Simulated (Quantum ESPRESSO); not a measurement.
Quantum ESPRESSO run on W (Im-3m, 1 atom in the cell): self-consistent single point.

Level of theory: PBE, PseudoDojo stringent norm-conserving (PBE) pseudopotentials (plane waves; Quantum ESPRESSO 7.5).

The change in words: lattice scaled by 0.98; ecutwfc: 40 Ry → 52 Ry; ecutrho: 320 Ry → default; pseudopotentials: {W: W_pbe_v1.2.uspp.F.UPF} → {W: W.upf}. Reference geometry:
```xyz
1
Lattice="-1.5721 1.5721 1.5721 1.5721 -1.5721 1.5721 1.5721 1.5721 -1.5721" Properties=species:S:1:pos:R:3 pbc="T T T"
W      0.0000     0.0000     0.0000
```

Reference input (self-consistent single point, DFT, PBE, plane waves, SSSP 1.1.2 efficiency (PBE) pseudopotentials): ecutwfc = 40 Ry; ecutrho = 320 Ry; occupations = smearing; smearing = fermi-dirac; degauss = 0.0073499 Ry; potentials = {W: W_pbe_v1.2.uspp.F.UPF}; K_POINTS = automatic 13 13 13 0 0 0; conv_thr = 1e-11 Ry; mixing_beta = 0.7. This run's input differs from it in these lines:

```diff
@@ -12,4 +12,3 @@
    ntyp = 1
-   ecutwfc = 40
-   ecutrho = 320
+   ecutwfc = 52
    occupations = 'smearing'
@@ -23,7 +22,7 @@
 ATOMIC_SPECIES
-W    183.8400  W_pbe_v1.2.uspp.F.UPF
+W    183.8400  W.upf
 CELL_PARAMETERS {angstrom}
-  -1.57210000     1.57210000     1.57210000
-   1.57210000    -1.57210000     1.57210000
-   1.57210000     1.57210000    -1.57210000
+  -1.54065800     1.54065800     1.54065800
+   1.54065800    -1.54065800     1.54065800
+   1.54065800     1.54065800    -1.54065800
 ATOMIC_POSITIONS {crystal}
```

Output, abridged:

```
     Self-consistent Calculation

     iteration #  1     ecut=    52.00 Ry     beta= 0.70

     Threshold (ethr) on eigenvalues was too large:
     Diagonalizing with lowered threshold

     total energy              =    -151.68734807 Ry
     estimated scf accuracy    <       0.03094380 Ry

     iteration #  2     ecut=    52.00 Ry     beta= 0.70

     total energy              =    -151.69261938 Ry
     estimated scf accuracy    <       0.00101188 Ry

     iteration #  3     ecut=    52.00 Ry     beta= 0.70

     total energy              =    -151.69272658 Ry
     estimated scf accuracy    <       0.00007046 Ry

   [... 2 blocks of this kind left out ...]

     iteration #  6     ecut=    52.00 Ry     beta= 0.70

     total energy              =    -151.69273023 Ry
     estimated scf accuracy    <          3.9E-10 Ry

     iteration #  7     ecut=    52.00 Ry     beta= 0.70
     End of self-consistent calculation

     the Fermi energy is    24.7059 ev

!    total energy              =    -151.69273023 Ry
     estimated scf accuracy    <          6.3E-12 Ry
     smearing contrib. (-TS)   =      -0.00070533 Ry
     internal energy E=F+TS    =    -151.69202489 Ry

     convergence has been achieved in   7 iterations

     Forces acting on atoms (cartesian axes, Ry/au):

     atom    1 type  1   force =     0.00000000    0.00000000    0.00000000

     Total force =     0.000000     Total SCF correction =     0.000000

          total   stress  (Ry/bohr**3)                   (kbar)     P=      326.87
   0.00222203   0.00000000   0.00000000          326.87        0.00        0.00
   0.00000000   0.00222203   0.00000000            0.00      326.87        0.00
   0.00000000   0.00000000   0.00222203            0.00        0.00      326.87

   JOB DONE.
```

The run converged in 7 iterations. Against the reference run the pressure goes from 8.69 to 32.69 GPa.

The starting cell has typed, rounded lattice constants, without a prior relaxation at this level. Its lattice was rescaled by up to half a per cent. For this run, on top of that: lattice scaled by 0.98. Spin polarisation is off.
